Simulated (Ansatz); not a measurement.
Defect: interstitial Cu in silicon with all lengths changed by -1 %, charge state +1. All values below come from PBE, PAW (plane waves to 420 eV; Ansatz, a first-principles code).

Settings: 64 host sites, the strained lattice (strain from the relaxed PBE one, atoms relaxed), a 2×2×2 k-point mesh shifted by half a step, smearing 0.01 eV, spin-restricted, no image-charge correction. No zero-point or tunnelling terms. The charge state is imposed; whether it is stable for some Fermi level was not computed. Sites that were not tried may lie lower.

Barriers: single points on a 3×3×3 k-point mesh shifted by half a step at the bands' geometries.

The step: one Cu atom jumps by itself; the atom moves 2.35 Å along (0.25, -0.25, -0.25) of the unit cell; the moving atom starts with neighbours 3 Si at 2.42, Si at 2.43, 3 Si at 2.72, 3 Si at 2.73 Å and ends with 3 Si at 2.42, Si at 2.43, 3 Si at 2.72, 3 Si at 2.73 Å.

**Question.** Predict the migration barrier of this step from PBE, PAW.

**Answer.** 16 kJ/mol, the same both ways. At the saddle the moving atom has neighbours 6 Si at 2.35 Å. The saddle point's order was not checked, and it lies on a symmetry element of the cell, where a band can be held.
